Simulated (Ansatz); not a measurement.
Cost and result by functional for the surface energy of the (322) surface of bcc Mo in its 1x1 cell, outermost plane spacing 0.38 Å in the ideal cut, in Ansatz (plane waves, PAW). Single points on the PBE structure, on one kind of machine; costs are rough ratios of the slab run's core time (references not counted) to the cheapest single point. r2SCAN's cost holds its higher cutoff (500 against 420 eV). Differences are taken against r2SCAN for comparison alone: no measured value is at hand, so the table doesn't rank accuracy.

Slab: 28 atoms, 10.3 Å thick at the start (thin: gaps and levels are the slab's own); k 9x4x1, smearing 0.1 eV, dipole-corrected; all atoms relaxed; held to the part of the start's symmetry that mesh and held atoms allow; no spin, no spin-orbit, no U. These notes are the PBE run's.

```json
[
 {"functional": "RPBE", "relative cost": "1", "surface energy (J/m²)": "2.83", "less r2SCAN (J/m²)": "-0.40"},
 {"functional": "LDA", "relative cost": "1", "surface energy (J/m²)": "3.42", "less r2SCAN (J/m²)": "0.19"},
 {"functional": "PBEsol", "relative cost": "1", "surface energy (J/m²)": "3.34", "less r2SCAN (J/m²)": "0.10"},
 {"functional": "r2SCAN", "relative cost": "2", "surface energy (J/m²)": "3.24", "less r2SCAN (J/m²)": "0.00"},
 {"functional": "PBE (the relaxed run's value)", "relative cost": "–", "surface energy (J/m²)": "3.02", "less r2SCAN (J/m²)": "-0.21"}
]
```

The values span 0.59 J/m², while the single points' costs differ by a factor of roughly 2. Differences are of unrounded values.

Ansatz is a first-principles code.
